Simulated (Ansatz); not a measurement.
Consider NaCl in the rock salt structure (space group Fm-3m, No. 225; a = 5.602 Å).

Method: PBEsol, PAW, 420 eV (Ansatz, a program for electronic structure; no SOC).

Before the change:

The gap between the host's bands is 5.01 eV.

It is then changed as follows: electron doping at 1.0×10^21 cm⁻³ (0.0440 per cell), with a uniform compensating background at fixed cell and a 300 K Fermi–Dirac width.

Question: What happens to the Fermi level from band edge?

Answer: The Fermi level relative to the doped band's edge (positive inside the band; to 0.05 eV) is +0.80 eV.

Question: How does this affect the gap between the host's bands?

Answer: The gap between the host's bands falls by 0.05 eV to 4.96 eV.

Carriers are added with a uniform compensating background; total energy and stress of such cells depend on the potential's zero and are not compared; many-body gap narrowing is missing at this level. Whether these cells are dynamically stable was not tested.
